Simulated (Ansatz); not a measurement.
Functionals compared on the (11-20) surface of hcp Ru in its 1x1 cell, outermost plane spacing 1.36 Å in the ideal cut, in Ansatz (plane waves, PAW). The structure was relaxed with PBE; the other rows are single points on it, each with its references at the same level. Cutoff 420 eV (500 eV for r2SCAN).

Slab: 16 atoms, 9.5 Å thick at the start (thin: gaps and levels are the slab's own); k 9x8x1, smearing 0.1 eV, dipole-corrected; all atoms relaxed; start symmetry kept, larger cells not searched; no spin, no spin-orbit, no U. These notes are the PBE run's.

```csv
functional,surface energy (J/m²),work function of the top face (eV),rough cost of the single point
PBE,3.40,4.43,–
LDA,4.06,4.78,roughly 100 core-seconds
PBEsol,3.87,4.53,very roughly 110 core-seconds
RPBE,3.13,4.26,roughly 120 core-seconds
r2SCAN,3.67,4.41,about 3 core-minutes (a rough figure)
```

Ansatz is an electronic-structure program.
